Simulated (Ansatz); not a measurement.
Results of LDA (Ansatz, a quantum-chemistry and plane-wave program, PAW) for quartz-high SiO₂ (high-temperature phase).

Numerical settings: plane-wave cutoff 520 eV, 12×12×6 k mesh (along the axes of the cell as run), Fermi–Dirac smearing 0.01 eV, scalar-relativistic PAW data made under PBE.

Cell (relaxed at this level):

```yaml
crystal:
  lattice:
    - [5.03941, 0.00000, 0.00000]
    - [-2.51970, 4.36425, 0.00000]
    - [0.00000, 0.00000, 5.52699]
  atoms:
    - { symbol: Si, position: [0.00000, 0.50000, 0.33333] }
    - { symbol: Si, position: [0.50000, 0.00000, 0.00000] }
    - { symbol: Si, position: [0.50000, 0.50000, 0.66667] }
    - { symbol: O, position: [0.58443, 0.79221, 0.83333] }
    - { symbol: O, position: [0.79221, 0.58443, 0.50000] }
    - { symbol: O, position: [0.20779, 0.79221, 0.16667] }
    - { symbol: O, position: [0.41557, 0.20779, 0.83333] }
    - { symbol: O, position: [0.20779, 0.41557, 0.50000] }
    - { symbol: O, position: [0.79221, 0.20779, 0.16667] }
```

Q: Give the computed band gap and smallest direct gap on the k points sampled.

A: 
* **band gap**: 5.49 eV (indirect)
* **smallest direct gap on the k points sampled**: 5.68 eV

Note: symmetry holds this phase in the static calculation, where it need not be a minimum; held by symmetry at 0 K, a high-temperature phase can be a saddle point.

The computed numbers hold no vibrational or temperature effects.
